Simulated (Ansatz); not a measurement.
Base system: Ge in the diamond structure (space group Fd-3m, No. 227; a = 5.6761 Å).

Modification: every lattice vector is shortened by 4.81 %; the atoms relax in the strained cell.

Levels (all Ansatz, a quantum-chemistry and plane-wave program, PAW, earlier PAW set): PBEsol (420 eV, no spin-orbit coupling); r2SCAN (500 eV, no SOC); HSE06 (420 eV, spin-orbit coupling left out); PBEsol+SOC (420 eV, noncollinear with spin-orbit coupling); HSE06+SOC (420 eV, with spin-orbit coupling).

At the geometry relaxed with PBEsol, these levels gave the following band gaps, in shuffled order: (a) 0.73 eV, (b) 0.57 eV, (c) 0.84 eV, (d) 0.15 eV, (e) 0.26 eV.

Problem. Match each gap to its level.

Solution. (a) HSE06+SOC; (b) r2SCAN; (c) HSE06; (d) PBEsol+SOC; (e) PBEsol.

Single points use the geometry relaxed with PBEsol. HSE06 was sampled on its mesh, a few special points and the semilocal edge points, so its gap is an upper bound. The spin-orbit shifts are approximate. Whether these cells are dynamically stable was not tested. A zero or small gap of Ge can be the functional's error rather than a property of the material.
